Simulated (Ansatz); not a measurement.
# Effect of pressure 22.5 GPa on AlN

The reference is AlN in the zinc blende structure (space group F-43m, No. 216; a = 4.370 Å).

One thing is altered: a hydrostatic pressure of 22.5 GPa.

The values are results of r2SCAN (Ansatz, a program for electronic structure), no SOC, not measurements. Γ-centred 13×13×13 mesh, Fermi–Dirac width 0.05 eV.

```tsv
quantity	base	changed	shift
density	3.26 g/cm³	3.57 g/cm³	+0.31 g/cm³
lattice parameter a	4.370 Å	4.241 Å	-0.129 Å
shortest interatomic distance	1.892 Å	1.836 Å	-0.056 Å
enthalpy H = E + PV relative to the base's energy	–	+1.40 eV/atom	–
band gap	3.94 eV	4.01 eV	+0.07 eV
gap character	indirect, Γ → X	indirect, Γ → X	–
smallest direct gap	4.84 eV	5.70 eV	+0.86 eV
mean gap deformation potential ΔEg/Δln V	–	-0.7 eV	–
electron mass	0.51 mₑ along k, 0.33 mₑ across (at X)	0.50 mₑ along k, 0.32 mₑ across (at X)	–
```

Final structure:

```
CELL_PARAMETERS angstrom
      0.00000     2.12026     2.12026
      2.12026     0.00000     2.12026
      2.12026     2.12026     0.00000
ATOMIC_POSITIONS crystal
  Al 0.00000 0.00000 0.00000
  N  0.25000 0.25000 0.25000
```

Cost of the whole job for the changed cell (relaxation, final SCF and bands): roughly 15 core-seconds.

Load acts through the strain it causes; cell and atoms are relaxed under it. Masses are band curvatures over ±0.01 Å⁻¹ around the edge. Along k means along the line from Γ to the band edge. Stability against distortions was not tested. Tetrahedral semiconductors of this kind turn to denser phases somewhere between about 1 and 50 GPa; those were not computed, so compressed cells here can lie past the real transition. This is not the structure that AlN has at room temperature and ambient pressure.
